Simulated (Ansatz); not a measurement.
Consider TaN in the rock salt structure (space group Fm-3m, No. 225; a = 4.4175 Å; relaxed with 0.1 eV smearing).

Structures relaxed with PBE (Ansatz, a first-principles code; PAW; 420 eV plane waves; spin-orbit coupling left out).

Base:

Simulated powder pattern, Cu Kα, λ = 1.54184 Å (kinematic, ideal powder, no thermal factors, no anomalous dispersion; the 8 strongest lines at most, above 2 %, up to 2θ = 90°):

| 2θ (°) | I/Imax (%) | hkl |
|---|---|---|
| 35.19 | 100 | (111) |
| 40.86 | 67 | (200) |
| 59.15 | 45 | (220) |
| 70.73 | 44 | (311) |
| 74.39 | 15 | (222) |
| 88.54 | 7.7 | (400) |

It is then changed as follows: every lattice vector is shortened by 2.44 %; the atoms relax in the strained cell.

### Question
How do the reflections move or split?

### Answer

Simulated powder pattern, Cu Kα, λ = 1.54184 Å (kinematic, ideal powder, no thermal factors, no anomalous dispersion; the 8 strongest lines at most, above 2 %, up to 2θ = 90°):

```
2θ (°)  I/Imax (%)    hkl
------  ----------  -----
36.10          100  (111)
41.93           67  (200)
60.79           45  (220)
72.78           43  (311)
76.58           15  (222)
```

The indices refer to the base's conventional cell; one index is shown for lines that coincide.

No phonon test of stability was made. All final runs are without spin polarisation. This is not the structure that TaN has at room temperature and ambient pressure.
